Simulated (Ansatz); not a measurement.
Start from BeS in the zinc blende structure (space group F-43m, No. 216; a = 4.876 Å).

The values are results of plane-wave PAW DFT at the PBE level (Ansatz, a program for electronic structure, 420 eV), spin-orbit coupling left out, not measurements.

For the base:

| Item | Value |
|---|---|
| Hole mass | 0.34, 0.57, 0.57 mₑ (at Γ) |
| Band gap | 3.15 eV |

Now apply this change: the cell is scaled by 1.0050 in all directions, atoms relaxed at fixed cell.

Problem. What happens to the hole mass and band gap?

Solution. The hole mass (degenerate bands, along [100]) becomes 0.34, 0.58, 0.58 mₑ (at Γ) (base: 0.34, 0.57, 0.57 mₑ (at Γ)); the band gap increases by 0.03 eV (3.15 eV → 3.18 eV).

The cells carry an imposed strain or load. Effective masses come from finite differences of ±0.01 Å⁻¹. No phonon test of stability was made.
